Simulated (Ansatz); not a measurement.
Ansatz (an electronic-structure program) run on Ta₃W (I4mm, 4 atoms in the cell): self-consistent single point.

Method: LDA (PW92), default PAW files made with PBE (plane waves; Ansatz).

```
Ta3W
1.0
    0.00000     3.25084     3.25084
    3.25084     0.00000     3.25084
    3.25084     3.25084     0.00000
Ta W
3 1
Direct
  0.25000   0.25000   0.25000
  0.75000   0.75000   0.75000
  0.50769   0.50769   0.49231
  0.00000   0.00000   0.00000
```

Reference input (self-consistent single point, DFT, LDA (PW92), plane waves, default PAW files made with PBE): basis.ecutwfc = 420 eV; kpoints.mp_grid.grid = 9 9 9; hamiltonian.xc = lda; hamiltonian.pseudopotentials = {kind: paw} (the program's default PAW files); scf.occupations.method = gaussian; scf.occupations.width = 0.1 eV. This run's input differs from it in these lines:

Ansatz 0.2 input:
```diff
@@ -15,3 +15,3 @@
   mp_grid:
-    grid: [9, 9, 9]
+    grid: [7, 7, 7]
 hamiltonian:
@@ -23,3 +23,3 @@
     method: gaussian
-    width: 0.1 eV
+    width: 0.05 eV
 output:
```

Output (repeated stretches shortened):

```
SCF iter   1: F=—  HF=-39177.817053 eV  |F-HF|=—  |Δ(HF+E_count)|=         —  Δρ=6.64e-3  dr2=3.96e-2  ethr=1.77e-3  ⟨swp⟩=4.5  Hψ=5081  notcnv=0
all-band conjugate gradients solve this SCF's bands
preconditioner: auto → Kerker (q_TF=auto, 2.613 Å⁻¹)
SCF iter   2: F=—  HF=-39177.810476 eV  |F-HF|=—  |Δ(HF+E_count)|=   6.58e-3  Δρ=3.75e-3  dr2=1.07e-2  ethr=7.47e-5  ⟨swp⟩=1.2  Hψ=1621  notcnv=0
SCF iter   3: F=—  HF=-39177.807852 eV  |F-HF|=—  |Δ(HF+E_count)|=   2.62e-3  Δρ=5.91e-4  dr2=1.99e-4  ethr=2.02e-5  ⟨swp⟩=2.0  Hψ=1598  notcnv=0
SCF iter   4: F=—  HF=-39177.807790 eV  |F-HF|=—  |Δ(HF+E_count)|=   6.24e-5  Δρ=5.37e-5  dr2=1.82e-6  ethr=3.75e-7  ⟨swp⟩=2.0  Hψ=1633  notcnv=0
SCF iter   5: F=—  HF=-39177.807789 eV  |F-HF|=—  |Δ(HF+E_count)|=   3.54e-7  Δρ=7.58e-6  dr2=2.31e-8  ethr=3.43e-9  ⟨swp⟩=2.0  Hψ=1636  notcnv=0
SCF iter   6: F=-39177.807789 eV  HF=-39177.807789 eV  |F-HF|=6.04e-10  |Δ(HF+E_count)|=   1.41e-9  Δρ=1.45e-6  dr2=1.29e-9  ethr=4.35e-11  ⟨swp⟩=5.3  Hψ=5149  notcnv=0
SCF 1 converged in 6 iterations: F = -39177.807789 eV  dr2 = 1.29e-9
Free energy (F): -39177.807789 eV
Internal energy: -39177.799020 eV  (E = F + TS)
E sigma→0 (E₀):  -39177.803405 eV
Entropy (-TS):   -0.008770 eV (-2.192 meV/atom)
Fermi energy:    19.341500 eV
--- Forces (eV/Å), atoms counted from 1 ---
  atom   1  Ta     0.00000000    -0.00000000     0.25796304
  atom   2  Ta     0.00000000     0.00000000     0.25796304
  atom   3  Ta    -0.00000000     0.00000000    -0.59438666
  atom   4  W      0.00000000     0.00000000     0.07846534
--- Stress (GPa, compression-positive) ---
       -6.947421       0.000000      -0.000000
        0.000000      -6.947421       0.000000
       -0.000000       0.000000      -6.992322
  P = ⅓ Tr σ = -6.9624 GPa (-69.624 kbar)
  The stress holds the Pulay correction. Without it, at fixed plane waves, as pw.x and ABINIT print it: P = -7.0036 GPa
```

The run converged in 6 iterations. Against the reference run the free energy rises by 3.6 meV/atom, the pressure goes from -7.19 to -6.96 GPa and the largest force goes from 0.614 to 0.594 eV/Å.

The starting cell comes from a database of computed structures (which also holds hypothetical and non-ambient phases and stackings), without a prior relaxation at this level. Its lattice was rescaled by up to half a per cent. One atom was moved a little off its site on purpose. Spin polarisation is off. With a pressure of about -7 GPa the cell is away from its equilibrium volume at this level. Ansatz's pressure includes its estimate of the finite-basis (Pulay) stress.
